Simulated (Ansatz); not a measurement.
Take Ta in the bcc (W type) structure (space group Im-3m, No. 229; a = 3.320 Å; relaxed with 0.1 eV smearing) as the base.

Structures relaxed with plane-wave PAW DFT at the PBE level (Ansatz, a first-principles code, 420 eV), no spin-orbit coupling.

Base:

Simulated powder pattern, Cu Kα1, λ = 1.54056 Å (kinematic, ideal powder, no thermal factors, no anomalous dispersion; the 14 strongest lines at most, above 2 %, up to 2θ = 90°):

```json
[
 {"2θ (°)": "38.30", "I/Imax (%)": "100", "hkl": "(110)"},
 {"2θ (°)": "55.29", "I/Imax (%)": "18", "hkl": "(200)"},
 {"2θ (°)": "69.25", "I/Imax (%)": "37", "hkl": "(211)"},
 {"2θ (°)": "82.01", "I/Imax (%)": "12", "hkl": "(220)"}
]
```

After one change:

Simulated powder pattern, Cu Kα1, λ = 1.54056 Å (kinematic, ideal powder, no thermal factors, no anomalous dispersion; the 14 strongest lines at most, above 2 %, up to 2θ = 90°):

| 2θ (°) | I/Imax (%) |
|---|---|
| 38.91 | 100 |
| 56.20 | 18 |
| 70.46 | 36 |
| 83.54 | 12 |

Name the change that was made.
(A) isotropic strain +1.50 %
(B) isotropic strain −1.50 %
(C) isotropic strain +2.50 %
(D) isotropic strain +1.00 %

B, isotropic strain −1.50 %. Its volume per atom is 17.49 Å³ against 18.30 Å³, and its space group is Im-3m (No. 229).

No phonon test of stability was made. All final runs are without spin polarisation.
